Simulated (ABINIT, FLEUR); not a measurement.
An ABINIT input for a self-consistent single point of NbC (Fm-3m, 2 atoms in the cell) (DFT, PBE, plane waves, PAW (JTH v2.0 PBE PAW)):

```
# NbC, JTH v2.0 PBE PAW
pp_dirpath "./"
pseudos "Nb.GGA_PBE-JTH.xml, C.GGA_PBE-JTH.xml"
acell 3.0975519657 3.0975519657 3.0975519657 Angstrom
rprim
         0.0000000000    0.7071067812    0.7071067812
         0.7071067812    0.0000000000    0.7071067812
         0.7071067812    0.7071067812   -0.0000000000
natom 2
ntypat 2
znucl 41 6
typat 1 2
xred
         0.0000000000    0.0000000000    0.0000000000
         0.5000000000    0.5000000000    0.5000000000
ecut 42 Ry
pawecutdg 84 Ry
pawxcdev 0
ixc 11
occopt 3
tsmear 0.05 eV
nband 14
kptopt 1
ngkpt 17 17 17
nshiftk 1
shiftk 0 0 0
nstep 60
toldfe 1.0e-09
prtwf 0
prtden 0
enunit 1
```

Give the FLEUR input for the same structure, mesh, smearing and functional.

This is the input that was run; spellings and numerical settings could be chosen otherwise.

Input of the input generator:

```
scf NbC
&input film=f /
0.0000000000 4.1390671308 4.1390671308
4.1390671308 0.0000000000 4.1390671308
4.1390671308 4.1390671308 -0.0000000000
1.0
1.0 1.0 1.0

2
41 0.0000000000 0.0000000000 0.0000000000
6 0.5000000000 0.5000000000 0.5000000000

&comp jspins=1 /
&kpt div1=17 div2=17 div3=17 /
&end /
```

```xml
<?xml version="1.0" encoding="UTF-8" standalone="no"?>
<fleurInput fleurInputVersion="0.39">
   <comment>
      scf NbC                                                                                             
   </comment>
   <calculationSetup>
      <cutoffs Kmax="4.2" Gmax="16.8" GmaxXC="16.8" numbands="0"/>
      <scfLoop itmax="80" minDistance="0.00001" maxIterBroyd="40" imix="Anderson" alpha="0.05" precondParam="0.0" spinf="2.0"/>
      <coreElectrons ctail="T" frcor="F" kcrel="0" coretail_lmax="0"/>
      <xcFunctional name="pbe" relativisticCorrections="F"/>
      <magnetism jspins="1"/>
      <soc l_soc="F" theta="0.0" phi="0.0" spav="F"/>
      <expertModes spex="0" secvar="F"/>
      <geometryOptimization l_f="T" forcealpha="1.0" forcemix="BFGS" epsdisp="0.00001" epsforce="0.00001"/>
      <ldaU l_linMix="F" mixParam="0.05" spinf="1.0"/>
   </calculationSetup>
   <cell>
      <bzIntegration valenceElectrons="17.0" mode="hist" fermiSmearingEnergy="0.00183747">
         <kPointListSelection listName="default-1"/>
         <!-- k-points included here -->
         <xi:include xmlns:xi="http://www.w3.org/2001/XInclude" href="kpts.xml"> </xi:include>
      </bzIntegration>
      <!-- symmetry operations included here -->
      <xi:include xmlns:xi="http://www.w3.org/2001/XInclude" href="sym.xml"> </xi:include>
      <bulkLattice scale="1.0">
         <bravaisMatrix>
            <row-1>    0.0000000000000000     4.1390671308000000     4.1390671308000000</row-1>
            <row-2>    4.1390671308000000     0.0000000000000000     4.1390671308000000</row-2>
            <row-3>    4.1390671308000000     4.1390671308000000     0.0000000000000000</row-3>
         </bravaisMatrix>
      </bulkLattice>
   </cell>
   <atomSpecies>
      <species name="Niobium (Nb)" element="Nb" atomicNumber="41">
         <mtSphere radius="2.52" gridPoints="869" logIncrement="0.015"/>
         <atomicCutoffs lmax="10" lnonsphr="8"/>
         <electronConfig flipSpins="F">
            <coreConfig>(1s1/2) (2s1/2) (2p1/2) (2p3/2) (3s1/2) (3p1/2) (3p3/2) (3d3/2) (3d5/2)</coreConfig>
            <valenceConfig>(4s1/2) (4p1/2) (4p3/2) (5s1/2) (4d3/2) (4d5/2)</valenceConfig>
            <stateOccupation state="(5s1/2)" spinUp="0.5" spinDown="0.5"/>
            <stateOccupation state="(4d3/2)" spinUp="0.8" spinDown="0.8"/>
            <stateOccupation state="(4d5/2)" spinUp="1.2" spinDown="1.2"/>
         </electronConfig>
         <energyParameters s="5" p="5" d="4" f="4"/>
         <lo type="SCLO" l="0" n="4" eDeriv="0"/>
         <lo type="SCLO" l="1" n="4" eDeriv="0"/>
      </species>
      <species name="Carbon (C)" element="C" atomicNumber="6">
         <mtSphere radius="1.43" gridPoints="493" logIncrement="0.021"/>
         <atomicCutoffs lmax="6" lnonsphr="4"/>
         <electronConfig flipSpins="F">
            <coreConfig>(1s1/2)</coreConfig>
            <valenceConfig>(2s1/2) (2p1/2) (2p3/2)</valenceConfig>
            <stateOccupation state="(2p1/2)" spinUp="0.3333333333333" spinDown="0.3333333333333"/>
            <stateOccupation state="(2p3/2)" spinUp="0.6666666666667" spinDown="0.6666666666667"/>
         </electronConfig>
         <energyParameters s="2" p="2" d="3" f="4"/>
      </species>
   </atomSpecies>
   <atomGroups>
      <atomGroup species="Niobium (Nb)">
         <relPos label="                   1">.0000000000 .0000000000 .0000000000</relPos>
         <force calculate="T" relaxXYZ="TTT"/>
      </atomGroup>
      <atomGroup species="Carbon (C)">
         <relPos label="                   2">1.000/2.000 1.000/2.000 1.000/2.000</relPos>
         <force calculate="T" relaxXYZ="TTT"/>
      </atomGroup>
   </atomGroups>
   <output dos="F" band="F" slice="F">
      <checks vchk="F" cdinf="F"/>
      <bandDOS minEnergy="-.5*Htr" maxEnergy="0.5*Htr" sigma="0.015" storeEVData="T"/>
      <vacuumDOS vacdos="F" integ="F" star="F" nstars="0" locx1="0.0" locy1="0.0" locx2="0.0" locy2="0.0" nstm="0" tworkf="0.0"/>
      <unfoldingBand unfoldBand="F" supercellX="1" supercellY="1" supercellZ="1"/>
      <plotting iplot="0" polar="F">
         <plot TwoD="T" vec1="  1.0  0.0  0.0" vec2="  0.0  1.0  0.0" vec3="  0.0  0.0  1.0" zero="  0.0  0.0  0.0" file="plot"/>
      </plotting>
      <chargeDensitySlicing numkpt="0" minEigenval="0.0" maxEigenval="0.0" nnne="0" pallst="F"/>
      <specialOutput eonly="F"/>
      <magneticCircularDichroism mcd="F" energyLo="-10.0" energyUp="0.0"/>
   </output>
  <!-- We include the file relax.xml here to enable relaxations (see documentation) -->
  <xi:include xmlns:xi="http://www.w3.org/2001/XInclude" href="relax.xml"> <xi:fallback/> </xi:include>
</fleurInput>
```

Basis, cutoffs, solver keys and any potentials are the target program's own. This input uses DFT, PBE, all-electron FLAPW (FLEUR), scalar-relativistic valence.

The starting cell has typed, rounded lattice constants, without a prior relaxation at this level. For this run, on top of that: lattice scaled by 0.98.
